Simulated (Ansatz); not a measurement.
ScMo₃ (model structure, started from the Cu3Au type, Pm-3m, No. 221, 4 atoms in the cell), treated with LDA (plane waves, PAW; Ansatz, a first-principles code).

Settings: plane-wave cutoff 520 eV, 14×14×14 k mesh, Fermi–Dirac smearing 0.05 eV, no spin polarisation, scalar-relativistic PAW data made under PBE.

Cell (relaxed at this level):

Space group Pm-3m (No. 221); a = 4.014 Å, b = 4.014 Å, c = 4.014 Å, α = 90.00°, β = 90.00°, γ = 90.00°

```json
[
 {"atom": "Mo", "site": "3c", "symmetry": "4/mm.m", "x": "0.0000", "y": "0.5000", "z": "0.5000"},
 {"atom": "Sc", "site": "1a", "symmetry": "m-3m", "x": "0.0000", "y": "0.0000", "z": "0.0000"}
]
```

**Question.** What does this level give for the bulk modulus B0?

**Answer.** 
- bulk modulus B0 = 195 GPa

Note: the run has no spin polarisation, so it can have missed a magnetic state; the bulk modulus is −V dP/dV from two relaxed cells at ±2 % in volume; the relaxation could raise the start's symmetry but not lower it, so the cell can be a saddle point.

Cost on a shared machine: about 2.2 core-minutes (a rough figure).

A model structure was made by putting elements into a prototype or built by hand; it is no filed structure, need not be a known phase, and can be a saddle point held by its symmetry.
